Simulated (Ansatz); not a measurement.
Fermi-surface data of Os (P6_3/mmc)

Here is the system:

```xyz
2
Lattice="2.7260 0.0000 0.0000 -1.3630 2.3608 0.0000 0.0000 0.0000 4.3169" Properties=species:S:1:pos:R:3 pbc="T T T"
Os     0.0000     1.5739     1.0792
Os     1.3630     0.7869     3.2377
```

Method: PBEsol, rigid bands (plane waves, PAW, scalar-relativistic; Ansatz, a first-principles code). How the cell was made: cell and atoms relaxed with PBEsol.

```json
{
 "density of states at the Fermi level": "1.18 states/(eV·cell), both spins",
 "bare Sommerfeld coefficient": "1.39 mJ/(mol of atoms·K²)",
 "drude_plasma_energy": "8.1 (x), 8.1 (y), 9.5 (z) eV",
 "root-mean-square Fermi velocity": "8.2e5 m/s",
 "resistivity times τ": "7.5 (x), 7.5 (y), 5.4 (z) ×10⁻²² Ω·m·s",
 "resistivity_times_mean_free_path": "6.4 (x), 6.4 (y), 4.4 (z) ×10⁻¹⁶ Ω·m²"
}
```

A metal at this level (no band gap); rigid bands, thermally averaged at 300 K, both spins. Spin-orbit coupling is left out, which matters with elements this heavy. τ is one relaxation time for all states; the product of resistivity and mean free path takes one path for all states instead.
